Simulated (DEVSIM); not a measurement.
Device: Si p+/n-/n+ power diode, at 300 K.

```tsv
layer (left to right)	material	thickness (μm)	Nd (cm⁻³)	Na (cm⁻³)	τn (s)	τp (s)
1	Si	4.70	-	5.4e18	0.0001	0.0001
2	Si	5.90	4.5e14	-	0.0001	0.0001
3	Si	5.10	3.4e18	-	0.0001	0.0001
```

Left contact: ohmic. Right contact: ohmic. Voltage is applied to the left contact. Recombination: SRH at mid-gap, Auger. Mobility is constant in doping. Where it depends on doping, it is μmin + (μ − μmin)/(1 + (N/Nref)^α).

The device is made up for the run: typed textbook-type constants, with dimensions and the other settings drawn at random. Values at 300 K. The table also holds parameters that only a changed run uses.

```csv
parameter,Si
gap (eV),1.124
affinity (eV),4.05
permittivity,11.7
Nc (cm⁻³),2.86e19
Nv (cm⁻³),3.1e19
μn (cm²/Vs),1417
μp (cm²/Vs),470
"μn,min",52
"μp,min",45
"Nref,n",9.7e16
"Nref,p",2.2e17
αn,0.68
αp,0.72
Cn (cm⁶/s),2.8e-31
Cp (cm⁶/s),9.9e-32
```

Model (solved in DEVSIM): 1D drift-diffusion, Boltzmann statistics, complete ionisation; no tunnelling, impact ionisation, image-force lowering or self-heating.

Base results: dark forward voltage at 100 A/cm² (V) 0.858; potential step across the device at zero bias (V) 1.024; dark forward voltage at 1 A/cm² (V) 0.738.

Question: What follows from this one change: doping Na of layer 1 5.4e+18 → 5.4e+17 cm^-3?

Answer: dark forward voltage at 100 A/cm² 0.858 → 0.811 V; potential step across the device at zero bias 1.024 → 0.964 V; dark forward voltage at 1 A/cm² 0.738 → 0.688 V.

Question: What follows from this one change: doping Nd of layer 3 3.4e+18 → 1e+19 cm^-3?

Answer: dark forward voltage at 100 A/cm² 0.858 → 0.864 V; potential step across the device at zero bias 1.024 → 1.052 V; dark forward voltage at 1 A/cm² 0.738 → 0.743 V.

Question: What follows from this one change: doping-dependent mobility in place of the constant one?

Answer: dark forward voltage at 100 A/cm² 0.858 → 0.908 V; potential step across the device at zero bias little changed (1.024 V); dark forward voltage at 1 A/cm² 0.738 → 0.788 V.
